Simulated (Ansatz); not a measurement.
Cost and result by functional for the adsorption energy of Cl on the 1x1 (101) surface of anatase TiO2 (cut with top plane O), one in a 2x1 cell, started at the site 'over Ti at depth 0.9 Å', in Ansatz (plane waves, PAW). Single points on the PBE structure, on one kind of machine; costs are rough ratios of the slab run's core time (references not counted) to the cheapest single point. r2SCAN's cost holds its higher cutoff (500 against 420 eV). Differences are taken against r2SCAN for comparison alone: no measured value is at hand, so the table doesn't rank accuracy. The points keep PBE's geometry, so the relaxation of a polaron and the settling of charge on one site are left out.

Host crystal: anatase TiO2, with a band gap (PBE, scalar-relativistic without spin-orbit coupling).

Slab: 37 atoms, 9.4 Å thick at the start under the adsorbate (thin: gaps and levels are the slab's own); k 3x4x1, smearing 0.01 eV, dipole-corrected; 14 atoms held, the rest relaxed; no symmetry held; spin-polarised, ending with about 1.0 μB a cell; orders that need a larger cell were not tried, no spin-orbit, no U, no dispersion correction. At the end it is bonded to Ti. In PBE it is, or lies within 0.03 eV of, the lowest of the starts that converged. These notes are the PBE run's. r2SCAN: The program's check for a lower electronic state was not made. Adsorption energies are against ½ Cl2(g). A negative adsorption energy means that the adsorbate is more stable on the surface than in its reference.

```tsv
functional	relative cost	adsorption energy (eV)	less r2SCAN (eV)
RPBE	1	1.05	0.31
r2SCAN	1	0.74	0.00
PBE (the relaxed run's value)	–	0.92	0.18
```

The values span 0.31 eV, while the single points' costs differ by a factor of roughly 1. Differences are of unrounded values.

Ansatz is a quantum-chemistry and plane-wave program.
